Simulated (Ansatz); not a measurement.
Consider GaN in the zinc blende structure (space group F-43m, No. 216; a = 4.4983 Å).

Levels (all Ansatz, a program for electronic structure, PAW, earlier PAW set): PBEsol (420 eV, no spin-orbit coupling); HSE06+SOC (420 eV, noncollinear with spin-orbit coupling).

The geometry is relaxed with PBEsol.

- PBEsol band gap = 1.70 eV
- PBEsol valence-band top at Γ = 0.00, 0.00, 0.00 eV

### Question
What does HSE06+SOC give at this geometry for the band gap and valence-band top at Γ?

### Answer
The band gap increases by 1.29 eV to 2.99 eV; the valence-band top at Γ (three highest Kramers pairs, from the VBM) changes from 0.00, 0.00, 0.00 eV to 0.00, 0.00, -0.02 eV. The threefold valence maximum splits by Δso ≈ 21 meV.

Single points use the geometry relaxed with PBEsol. Differences between runs with and without spin-orbit coupling are approximate. Stability against distortions was not tested. This is not the structure that GaN has at room temperature and ambient pressure.
